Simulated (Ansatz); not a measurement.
Start from C in the graphite type structure (space group P6_3/mmc, No. 194; layered, stacked along the Cartesian z axis).

```
C
1.0
    2.45537     0.00000     0.00000
   -1.22769     2.12641     0.00000
    0.00000     0.00000     6.67102
C
4
Direct
  0.00000   0.00000   0.25000
  0.00000   0.00000   0.75000
  0.33333   0.66667   0.25000
  0.66667   0.33333   0.75000
```

Computed with DFT with r2SCAN+rVV10, PAW potentials and a 500 eV plane-wave cutoff in Ansatz (an electronic-structure program), no spin-orbit coupling.

One change was made to it. Results:

| quantity | base | after |
|---|---|---|
| density | 2.29 g/cm³ | 2.37 g/cm³ |
| c/a ratio | 2.717 | 2.639 |

Problem. What was done to the base?
A) pressure 10 GPa
B) pressure 5 GPa
C) pressure 1.5 GPa
D) pressure 0.7 GPa

Solution. C, pressure 1.5 GPa. For comparison, the c/a ratio in the other runs: pressure 10 GPa gives 2.426; pressure 5 GPa gives 2.526; pressure 0.7 GPa gives 2.677.

The mesh was chosen for an insulator and is coarse for the gapless case. Load acts through the strain it causes; cell and atoms are relaxed under it. No phonon test of stability was made. No other phases were tried under pressure.
